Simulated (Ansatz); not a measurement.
# A constructed model of the (111)A surface of zinc-blende CdTe (in the relaxation 3 Cd–O bonds formed), Cd-terminated, 2x2 O adatom at H3 (bottom of the slab: 2 H on 4 bottom sites)

These are PBE (plane waves to 420 eV, PAW; Ansatz, a program for electronic structure) values and carry that method's errors.

Set-up: 35 atoms, 15.1 Å thick at the start with caps and adatoms; mesh 3x3x1; 0.025 eV smearing; dipole correction on; 8 atoms held, the rest relaxed; held to the start's symmetry, so lower structures may exist; no spin, no spin-orbit, no U. It is one candidate, not shown to be the stable structure of the face.

```yaml
gap_of_the_slab_on_its_k_mesh: 0.77 eV
highest_filled_level_below_the_top_vacuum_level: 4.96 eV
energy_released_by_relaxation: 2.86 eV
cost: roughly 80 core-minutes
```
